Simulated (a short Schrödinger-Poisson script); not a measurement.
Structure: symmetric double-gate stack, SiO2 on p-type Si(100), at 300 K.

| layer | material | thickness (nm) | Na (cm⁻³) |
|---|---|---|---|
| 1 | SiO2 | 3.1 | - |
| 2 | Si | 5 | 9e17 |
| 3 | SiO2 | 3.1 | - |

Constants are typed, rounded textbook-type inputs, not results; the design itself was drawn at random and stands for no fabricated device. SiO2: permittivity 3.9, conduction-band edge (eV) 3.15, gap (eV) 9, electron mass (mₑ) 0.5. Si: permittivity 11.7, conduction-band edge (eV) 0, gap (eV) 1.124, Nv at 300 K (cm⁻³) 3.1e19.

Channel valleys (confinement mass, in-plane density-of-states mass, number): Δ2 0.916, 0.19, 2; Δ4 0.19, 0.417, 4. At the gates, both at one voltage, the conduction-band edge of layer 1 lies 3.54 eV − eVg above the Fermi level of the channel. Gaps are held at their typed values at every temperature. Mesh 0.03 nm at interfaces.

From a short Schrödinger-Poisson script (our own, NumPy): 1D Poisson equation in equilibrium, electrons quantum, Hartree (BenDaniel-Duke, 12 states a valley, the channel's in-plane mass for all, wave functions ending at the dielectric), parabolic valleys, classical holes, full ionisation, no traps, pinning or gate leakage.

### Question
List the lowest subbands of each valley and their electrons at Vg = 1.8 V.

### Answer
| valley | subband | energy from the Fermi level (meV) | electrons (cm⁻²) | share (%) |
|---|---|---|---|---|
| Δ2 | 0 | -38.7 | 6.97e12 | 42.8 |
| Δ2 | 1 | -15.7 | 4.28e12 | 26.3 |
| Δ2 | 2 | 69.8 | 2.67e11 | 1.6 |
| Δ4 | 0 | 31.0 | 4.75e12 | 29.2 |
| Δ4 | 1 | 240.3 | 1.65e9 | 0.0 |
| Δ4 | 2 | 631.5 | < 1e6 | 0.0 |

All electrons: 1.63e13 cm⁻².
